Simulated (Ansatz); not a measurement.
The starting structures come from a database of crystals and need not be the phases stable at ambient conditions.

By PBEsol, the system below comes out a metal.

A figure of merit of an interconnect metal is its ballistic conductance per area.

Here is the system:

```xyz
3
Lattice="3.7406 0.0000 0.0000 -1.8703 3.2394 0.0000 0.0000 0.0000 5.3456" Properties=species:S:1:pos:R:3 pbc="T T T"
Co     0.0000     0.0000     0.0000
Te     1.8703     1.0798     4.0244
Te     0.0000     2.1596     1.3212
```

Space group of this cell: P-3m1, CdI2 type. The cell was relaxed by PBE-D3(BJ); by PBEsol its mean pressure is -1.0 GPa.

The current flows along the normal of the first two printed cell vectors, the (001) plane of the conventional cell. No spin-orbit coupling; the value is a mean over 0.1 eV about the Fermi level.

**Question.** State the ballistic conductance per area according to PBEsol run with Ansatz (a first-principles code).

**Answer.** 0.44 × 10¹⁵ S/m² for both spins.
